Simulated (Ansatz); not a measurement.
Take WS₂ (space group P6_3/mmc, No. 194; a = 3.1147 Å, c = 11.7724 Å; layered, stacked along the Cartesian z axis) as the base. Axes: x lies along a and z along c of the hexagonal cell.

Calculations: PBEsol-D3(BJ) in Ansatz (plane waves to 420 eV, PAW, spin-orbit coupling left out).

Base values:

| Quantity | Value |
|---|---|
| Hole mass | 0.96 mₑ along c, 0.46 mₑ across (at Γ) |
| Smallest direct gap | 1.92 eV |
| Volume per atom | 16.48 Å³ |
| Pressure | 0.00 GPa |

The change: biaxial strain −0.60 %, plane normal [001], relaxed out of plane (Cartesian); in-plane vectors clamped, the third vector and the atoms free.

Q: What does the calculation give for the hole mass, smallest direct gap, volume per atom and pressure after the change?

A: The hole mass becomes 0.90 mₑ out of plane, 0.49 mₑ in plane (at Γ) (base: 0.96 mₑ along c, 0.46 mₑ across (at Γ)); the smallest direct gap increases by 0.09 eV, from 1.92 eV to 2.01 eV; the volume per atom drops by 0.165 Å³ to 16.32 Å³; the pressure (mean of the normal stresses, compression positive) goes from zero to 1.34 GPa.

Spin-orbit coupling, missing from the scalar runs, can matter with W. Masses are band curvatures over ±0.01 Å⁻¹ around the edge. Stability against distortions was not tested.

Ansatz is an electronic-structure program.
